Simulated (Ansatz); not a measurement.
Take CsPbCl3 in the cubic perovskite structure (space group Pm-3m, No. 221; a = 5.521 Å) as the base.

Method: LDA (Ansatz, an electronic-structure program, PAW, no spin-orbit coupling).

Base values:

Lattice parameter a: 5.521 Å

Modification: a hydrostatic pressure of 3 GPa.

Task: Estimate the effect on the mean gap deformation potential ΔEg/Δln V.

Result: The mean gap deformation potential ΔEg/Δln V is +5.5 eV.

Task: What happens to the lattice parameter a?

Result: The lattice parameter a falls by 0.152 Å (5.521 Å → 5.369 Å).

Spin-orbit coupling, missing from the scalar runs, can matter with Pb. Load acts through the strain it causes; cell and atoms are relaxed under it. Stability against distortions was not tested. Many cubic perovskites are stable only at high temperature; tilts and polar distortions were not tested. This is not the structure that CsPbCl3 has at room temperature and ambient pressure.
